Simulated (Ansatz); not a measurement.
**Rock-salt TaN (model structure)**

Method: PBE (Ansatz, a program for electronic structure, PAW).

Numerical settings: plane-wave cutoff 500 eV, 16×16×16 k mesh, Fermi–Dirac smearing 0.05 eV, scalar-relativistic PAW data made under PBE.

Cell (relaxed at this level):

```cif
data_NTa
_chemical_formula_sum 'Ta1 N1'
_space_group_name_H-M_alt 'P 1'
_space_group_IT_number 1
_cell_length_a 3.12287
_cell_length_b 3.12287
_cell_length_c 3.12287
_cell_angle_alpha 60.000
_cell_angle_beta 60.000
_cell_angle_gamma 60.000
loop_
_space_group_symop_operation_xyz
  'x, y, z'
loop_
_atom_site_label
_atom_site_type_symbol
_atom_site_fract_x
_atom_site_fract_y
_atom_site_fract_z
_atom_site_occupancy
Ta1 Ta 0.00000 0.00000 0.00000 1
N1 N 0.50000 0.50000 0.50000 1
```

For rock-salt TaN (model structure), the band gap comes out as none.

Note: the relaxation could raise the start's symmetry but not lower it, so the cell can be a saddle point.

Spin–orbit coupling is not included.

A model structure was made by putting elements into a prototype or built by hand; it is no filed structure, need not be a known phase, and can be a saddle point held by its symmetry.
